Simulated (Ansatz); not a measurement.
The reference is Ba in the bcc (W type) structure (space group Im-3m, No. 229; relaxed with 0.1 eV smearing).

```
CELL_PARAMETERS angstrom
     -2.44095     2.44095     2.44095
      2.44095    -2.44095     2.44095
      2.44095     2.44095    -2.44095
ATOMIC_POSITIONS crystal
  Ba 0.00000 0.00000 0.00000
```

Cartesian axes are those of the cell as printed.

Level of theory: DFT with PBEsol, PAW potentials and a 420 eV plane-wave cutoff in Ansatz (a quantum-chemistry and plane-wave program), no spin-orbit coupling.

Strains are applied to the cell and any free atomic positions relax.

One change was made to it. Results:

The shortest interatomic distance increases by 0.007 Å, from 4.228 Å to 4.235 Å; the energy hardly moves.

Task: Which change produced these results?
A. uniaxial strain ε_zz = −2.00 %
B. uniaxial strain ε_zz = +0.50 %
C. uniaxial strain ε_zz = +1.50 %

Result: B, uniaxial strain ε_zz = +0.50 %. For comparison, the shortest interatomic distance in the other runs: uniaxial strain ε_zz = +1.50 % gives 4.249 Å; uniaxial strain ε_zz = −2.00 % gives 4.200 Å.

Stability against distortions was not tested.
